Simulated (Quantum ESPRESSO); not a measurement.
**A series of runs on HgTe (I-4m2, 2 atoms in the cell)**

```
HgTe
1.0
    3.04561    -3.04561     1.55941
    3.04561     3.04561     1.55941
   -3.04561    -3.04561     1.55941
Hg Te
1 1
Cartesian
  0.00000   3.04561   0.77970
  0.00000   0.00000   0.00000
```

Base run A: PBEsol, GBRV 1.5 ultrasoft (PBESOL) pseudopotentials (Quantum ESPRESSO 7.5), self-consistent single point.

Its settings: ecutwfc = 40 Ry; ecutrho = 200 Ry; occupations = smearing; smearing = gaussian; degauss = 0.019992 Ry; potentials = {Hg: hg_pbesol_v1.uspp.F.UPF, Te: te_pbesol_v1.uspp.F.UPF}; K_POINTS = automatic 10 10 10 0 0 0; conv_thr = 1e-09 Ry; mixing_beta = 0.5.

The starting cell comes from a database of computed structures (which also holds hypothetical and non-ambient phases and stackings), without a prior relaxation at this level. In the base run, with a pressure of about -3 GPa the cell is away from its equilibrium volume at this level. The run gives no clean gap (levels at the Fermi energy touch, overlap or are partly filled at this smearing), which alone does not show that the compound is a metal.

ΔF is the free energy per atom less that of run A. 

```json
[
 {"run": "A", "change": "base", "ΔF (meV/atom)": "0.00", "pressure (GPa)": "-3.31"},
 {"run": "B", "change": "lattice scaled by 0.97", "ΔF (meV/atom)": "-21.4", "pressure (GPa)": "1.01"},
 {"run": "C", "change": "lattice scaled by 0.97; ecutwfc: 40 Ry → 24 Ry; ecutrho: 200 Ry → 120 Ry", "ΔF (meV/atom)": "-18.4", "pressure (GPa)": "1.01"},
 {"run": "D", "change": "lattice scaled by 0.985", "ΔF (meV/atom)": "-19.3", "pressure (GPa)": "-1.44"},
 {"run": "E", "change": "lattice scaled by 0.985; ecutwfc: 40 Ry → 24 Ry; ecutrho: 200 Ry → 120 Ry", "ΔF (meV/atom)": "-16.5", "pressure (GPa)": "-1.43"},
 {"run": "F", "change": "lattice scaled by 1.015", "ΔF (meV/atom)": "33.3", "pressure (GPa)": "-4.70"},
 {"run": "G", "change": "lattice scaled by 1.015; ecutwfc: 40 Ry → 24 Ry; ecutrho: 200 Ry → 120 Ry", "ΔF (meV/atom)": "35.8", "pressure (GPa)": "-4.70"},
 {"run": "H", "change": "lattice scaled by 1.03", "ΔF (meV/atom)": "77.8", "pressure (GPa)": "-5.70"},
 {"run": "I", "change": "lattice scaled by 1.03; ecutwfc: 40 Ry → 24 Ry; ecutrho: 200 Ry → 120 Ry", "ΔF (meV/atom)": "80.1", "pressure (GPa)": "-5.72"},
 {"run": "J", "change": "ecutwfc: 40 Ry → 24 Ry; ecutrho: 200 Ry → 120 Ry", "ΔF (meV/atom)": "2.6", "pressure (GPa)": "-3.30"}
]
```

Run B against A: The free energy drops by 21.4 meV/atom and the pressure goes from -3.31 to 1.01 GPa.

Run I against A: The free energy goes up by 80.1 meV/atom and the pressure goes from -3.31 to -5.72 GPa.
